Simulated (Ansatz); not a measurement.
The parent structure is Ta2C (space group P-3m1, No. 164; a = 3.095 Å, c = 4.922 Å).

Level of theory: PBEsol (Ansatz, an electronic-structure program; PAW; 420 eV plane waves; scalar-relativistic without spin-orbit coupling).

One change was made to it. Results:

```
quantity                              base        after
-----------------------------  -----------  -----------
band gap                              zero         zero
shortest interatomic distance      2.178 Å      2.172 Å
density                        15.21 g/cm³  15.37 g/cm³
```

Problem. Which of these changes matches the shifts?
(A) pressure 0.3 GPa
(B) pressure 3 GPa
(C) pressure 1.5 GPa

Solution. B, pressure 3 GPa. For comparison, the density in the other runs: pressure 1.5 GPa gives 15.29 g/cm³; pressure 0.3 GPa gives 15.23 g/cm³.

Load acts through the strain it causes; cell and atoms are relaxed under it. Stability against distortions was not tested. All final runs are without spin polarisation.
